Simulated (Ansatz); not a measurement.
Short convergence ladders for Mo2N (Imm2, 6 atoms in the cell)

```yaml
crystal:
  lattice:
    - [-2.13417, 2.13417, 3.98701]
    - [2.13417, -2.13417, 3.98701]
    - [2.13417, 2.13417, -3.98701]
  atoms:
    - { symbol: Mo, position: [0.99323, 0.49323, 0.50000] }
    - { symbol: Mo, position: [0.23696, 0.23696, 0.00000] }
    - { symbol: Mo, position: [0.76304, 0.76304, 0.00000] }
    - { symbol: Mo, position: [0.51304, 0.01304, 0.50000] }
    - { symbol: N, position: [0.25000, 0.75000, 0.50000] }
    - { symbol: N, position: [0.50000, 0.50000, 0.00000] }
```

Base method: PBEsol, default PAW files made with PBE (plane waves; Ansatz, a program for electronic structure).

Base settings: basis.ecutwfc = 420 eV; kpoints.mp_grid.grid = 7 7 7; hamiltonian.xc = pbesol; hamiltonian.pseudopotentials = {kind: paw} (the program's default PAW files); scf.occupations.method = gaussian; scf.occupations.width = 0.1 eV.

The count of work is k-points × plane waves × bands × iterations; it is no time. Core times come from one kind of shared machine, to one figure; runs under 30 s give none.

**Shifted k-point meshes**

In this ladder: kpoints.mp_grid.shift = 0.5 0.5 0.5.

Only quantities that move along the ladder and can be compared are tabulated.

| kpoints.mp_grid.grid | free energy less the last step's (meV/atom) | pressure (GPa) | largest difference of a force vector from the last step's (eV/Å) | count of work / last |
|---|---|---|---|---|
| 2 2 2 | 157.99 | -5.91 | 0.399 | 0.0035 |
| 3 3 3 | 25.33 | -8.78 | 0.184 | 0.0060 |
| 4 4 4 | 9.13 | -8.91 | 0.154 | 0.013 |
| 6 6 6 | 0.21 | -9.07 | 0.050 | 0.034 |
| 8 8 8 | 0.63 | -9.02 | 0.026 | 0.071 |
| 10 10 10 | 0.40 | -9.06 | 0.005 | 0.13 |
| 21 21 21 | 0.00 | -9.08 | 0.000 | 1.0 |

Coarsest kpoints.mp_grid.grid that holds the pressure within 0.5 GPa of the last step, with all finer ones: 3 3 3, at 0.0060 of the last step's count of work; the step before is off by 3.2 GPa.

Coarsest kpoints.mp_grid.grid that holds the free energy within 2 meV/atom of the last step, with all finer ones: 6 6 6, at 0.034 of the last step's count of work; the step before is off by 9.1 meV/atom.

Coarsest kpoints.mp_grid.grid that holds the forces within 0.02 eV/Å of the last step, with all finer ones: 10 10 10, at 0.13 of the last step's count of work; the step before is off by 0.026 eV/Å.

**The width of Fermi-Dirac smearing**

In this ladder: kpoints.mp_grid.grid = 12 12 12; scf.occupations.method = fermi_dirac.

Narrow widths need finer meshes than wide ones, so the last steps can hold mesh noise.

Only quantities that move along the ladder and can be compared are tabulated; pressure and forces are left out, as mesh noise rules them at narrow widths.

| scf.occupations.width | free energy less the last step's (meV/atom) | energy extrapolated to zero width less the last step's (meV/atom) |
|---|---|---|
| 1 eV | -1107.41 | 18.05 |
| 0.5 eV | -257.67 | 5.77 |
| 0.3 eV | -85.42 | -1.61 |
| 0.1 eV | 0.00 | 0.00 |

Widest scf.occupations.width that holds the energy extrapolated to zero width within 2 meV/atom: not settled: the last two steps still differ by 1.6 meV/atom, over half the tolerance, so the ladder does not show it.

Widest scf.occupations.width that holds the free energy within 5 meV/atom: not settled: the last two steps still differ by 85 meV/atom, over half the tolerance, so the ladder does not show it.

The extrapolation to zero width removes most of the smearing's effect on the energy.

**The mesh under tetrahedron occupations**

In this ladder: scf.occupations.method = tetrahedron; scf.occupations.width = default.

Only quantities that move along the ladder and can be compared are tabulated.

| kpoints.mp_grid.grid | free energy less the last step's (meV/atom) | pressure (GPa) | largest difference of a force vector from the last step's (eV/Å) | count of work / last | core time / last (rough) |
|---|---|---|---|---|---|
| 5 5 5 | -5.13 | -9.22 | 0.033 | 0.024 | – |
| 6 6 6 | 0.45 | -9.06 | 0.088 | 0.039 | – |
| 7 7 7 | -0.14 | -9.11 | 0.067 | 0.055 | – |
| 9 9 9 | -0.24 | -9.12 | 0.045 | 0.11 | 0.1 |
| 11 11 11 | -0.19 | -9.12 | 0.012 | 0.19 | 0.1 |
| 16 16 16 | -0.07 | -9.12 | 0.010 | 0.53 | 0.4 |
| 20 20 20 | 0.00 | -9.12 | 0.000 | 1.0 | 1 |

Coarsest kpoints.mp_grid.grid that holds the free energy within 2 meV/atom of the last step, with all finer ones: 6 6 6, at 0.039 of the last step's count of work; the step before is off by 5.1 meV/atom.

Coarsest kpoints.mp_grid.grid that holds the forces within 0.02 eV/Å: not settled: the last two steps still differ by 0.010 eV/Å, over half the tolerance, so the ladder does not show it.

Coarsest kpoints.mp_grid.grid that holds the pressure within 0.05 GPa of the last step, with all finer ones: 7 7 7, at 0.055 of the last step's count of work; the step before is off by 0.06 GPa.

On the base run: the starting cell comes from a database of computed structures (which also holds hypothetical and non-ambient phases and stackings), without a prior relaxation at this level. Its lattice was rescaled by up to half a per cent. One atom was moved a little off its site on purpose. Spin polarisation is off. In the base run, with a pressure of about -9 GPa the cell is away from its equilibrium volume at this level. Ansatz's pressure includes its estimate of the finite-basis (Pulay) stress.

Left out of this page: 2 runs of the series outside the window shown, repeating another row's setting, or not comparable.

Keys are those of Ansatz 0.2.
